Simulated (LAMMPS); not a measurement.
MD of Cu (fcc) at zero pressure, 2048 atoms, as a liquid; each row is its own run.

Computed with classical MD, pair style adp, file AlCu.adp (LAMMPS).

```
T (K)  D(Cu) (cm²/s)
-----  -------------
950          9.29e-6
1090         1.55e-5
1220         2.25e-5
1360         3.29e-5
1490         4.11e-5
1770         6.30e-5
1900         7.58e-5
2170         9.99e-5
```

Task: Fit an Arrhenius law, ln y = a + b / x, to these rows (x is the first column, y the second) and predict the run at x = 1700.

Result: Least squares gives a = -7.3853 and b = -4014. The slope times kB gives an activation energy of 0.35 eV. At x = 1700 the fit predicts 5.85e-5 cm²/s. The run itself gave (5.8 ± 0.1) × 10^-5 cm²/s, so the fit is 0.52 % high, within the run's error.

Caution (rows 950; 1090; 1220): this liquid lies under the melting point of about 1330 K that EAM-type AlCu.adp gives, so it is undercooled.

Errors of D are the spread over four groups of atoms in one short run; a floor of about 5 %, a picked value, is safer.
